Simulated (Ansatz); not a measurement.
We consider double-hcp Pr, described by BLYP in Ansatz (PAW).

Input:

Ansatz 0.2 input:
```yaml
crystal:
  lattice:
    - [1.8561263568, -3.2149051552, 0.0]
    - [1.8561263568, 3.2149051552, 0.0]
    - [0.0, 0.0, 12.0774226951]
  atoms:
    - { symbol: Pr, position: [0.0, 0.0, 0.5], spin: 2.0 }
    - { symbol: Pr, position: [0.0, 0.0, 0.0], spin: 2.0 }
    - { symbol: Pr, position: [0.3333333333, 0.6666666667, 0.25], spin: 2.0 }
    - { symbol: Pr, position: [0.6666666667, 0.3333333333, 0.75], spin: 2.0 }
basis:
  ecutwfc: 520
  ecutrho_ratio: 4
  xc_grid: 2
kpoints:
  mp_grid: { grid: [18, 18, 6] }
hamiltonian:
  xc: blyp
  dispersion: none
  pseudopotentials: { kind: paw }
scf:
  occupations: { method: fermi_dirac, width: 0.05 }
output:
  forces: true
  stress: true
  eigenvalues: true
magnetization:
  spin_polarized: true
relax:
  f_tol: 0.004
  escape_saddle: false
  max_steps: 80
  cell: { stress_tol: 0.02, fix: [volume] }
```

From the output:

```
WARN where an SCF of this run starts from atoms to list the orders of its open shells, Pr (sites 0, 1, 2, 3, from 0) starts with 2.02 μB on its 4f shell, in …
Relaxation: its limit of steps is 80 (relax.max_steps)
Crystal: 4 atoms, lattice volume = 144.138 Å³
Basis set: ecut = 520 eV, 3861 PW (Γ), exchange–correlation on 60×60×180 points (8 copies of the dense FFT grid, shifted against one another)
Bands: 59, of which v1, the nominal top of the filled ones, is band 26 counted from 1 (25 counted from 0)
Symmetry: 24 space group operations
Space group: P63/mmc (ITA 194), of the structure as read, at distance tolerance 5.2e-5 Å
k-points: 148 of 1944
Initial density: superposition of atomic densities (chi_scale 0.1, normalization cell)
Functional: x = b88, c = lyp
spin=Collinear: Kerker preconditioning applied to the charge; magnetization (m = ρ↑ − ρ↓) channel mixes plain (no charge-response kernel on spin).
SCF 1 converged in 33 iterations: F = -27816.230432 eV  dr2 = 3.53e-10
Crystal: 4 atoms, lattice volume = 144.138 Å³
Initial density: handed on by an earlier stage of this run
spin=Collinear: Kerker preconditioning applied to the charge; magnetization (m = ρ↑ − ρ↓) channel mixes plain (no charge-response kernel on spin).
SCF 2 converged in 9 iterations: F = -27816.231428 eV  dr2 = 1.83e-8
Crystal: 4 atoms, lattice volume = 144.138 Å³
Basis set: ecut = 520 eV, 3849 PW (Γ), exchange–correlation on 60×60×180 points (8 copies of the dense FFT grid, shifted against one another)
spin=Collinear: Kerker preconditioning applied to the charge; magnetization (m = ρ↑ − ρ↓) channel mixes plain (no charge-response kernel on spin).
SCF 3 converged in 9 iterations: F = -27816.231734 eV  dr2 = 2.76e-8
Crystal: 4 atoms, lattice volume = 144.138 Å³
spin=Collinear: Kerker preconditioning applied to the charge; magnetization (m = ρ↑ − ρ↓) channel mixes plain (no charge-response kernel on spin).
SCF 4 converged in 10 iterations: F = -27816.231736 eV  dr2 = 1.74e-12
SCF converged after 10 iterations
Magnetization: 10.4874 μB (31.2437 up, 20.7563 down)
Free energy (F): -27816.231736 eV
Internal energy: -27816.024574 eV  (E = F + TS)
E sigma→0 (E₀):  -27816.128155 eV
Fermi energy:    11.925396 eV
--- Forces (eV/Å), atoms counted from 1 ---
  atom   1  Pr     0.00000000     0.00000000     0.00000000
  atom   2  Pr    -0.00000000     0.00000000     0.00000000
  atom   3  Pr     0.00000000    -0.00000000     0.00000000
  atom   4  Pr     0.00000000     0.00000000    -0.00000000
--- Stress (GPa, compression-positive) ---
        0.724610       0.000000      -0.000000
        0.000000       0.724610       0.000000
       -0.000000       0.000000       0.726004
  P = ⅓ Tr σ = 0.7251 GPa (7.251 kbar)
```

The cell is one volume of an energy–volume scan, off the minimum.

The PAW data were made under PBE.

The run is spin-polarised with parallel starting moments, which need not be the measured order.

Note: the magnetic order was assumed, not searched for or taken from measurement. Note: the 4f shell is treated without U or exact exchange, so its levels and filling can be wrong.

Computing time: about 18 core-minutes (a rough figure).

Ansatz is an electronic-structure program.
